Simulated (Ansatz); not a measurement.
## DyAu2 (I4/mmm, No. 139)

Calculation: r²SCAN in Ansatz (PAW).

Settings: plane-wave cutoff 560 eV, 22×22×22 k mesh, Fermi–Dirac smearing 0.05 eV, spin-polarised with parallel moments, scalar-relativistic PAW data made under PBE.

Cell: relaxed at this level.

| Property | Result |
|---|---|
| lattice parameter a | 3.738 Å |
| c axis length | 9.083 Å |
| bulk modulus | 91.1 GPa |

Note: the magnetic order was assumed, not searched for or taken from measurement; the 4f shell is treated without U or exact exchange, so its levels and filling can be wrong; the bulk modulus is −V dP/dV from two relaxed cells at ±2 % in volume.

Spin–orbit coupling is not included; it can shift volumes and moduli of such heavy elements.

Static lattice: no zero-point or thermal effects.

The result took very roughly 110 core-minutes.

Ansatz is an electronic-structure program.
